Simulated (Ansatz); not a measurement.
System: AlB2-type HfB₂. Method: PBEsol+SOC in Ansatz (plane waves, PAW).

Run with plane-wave cutoff 520 eV, 24×24×16 k mesh (along the axes of the cell as run), Fermi–Dirac smearing 0.05 eV, PAW data made under PBE.

Properties against volume:

Shape and atoms are relaxed at each volume.

| V (Å³/atom) | P (GPa) | c (Å) | a (Å) |
|---|---|---|---|
| 9.328 | 11.51 | 3.388 | 3.088 |
| 9.522 | 5.47 | 3.415 | 3.108 |
| 9.716 | -0.01 | 3.442 | 3.127 |
| 9.911 | -4.98 | 3.469 | 3.146 |
| 10.105 | -9.49 | 3.495 | 3.165 |

Note: the bulk modulus comes from volumes at which shape and atoms were relaxed.

Ansatz is a first-principles code.
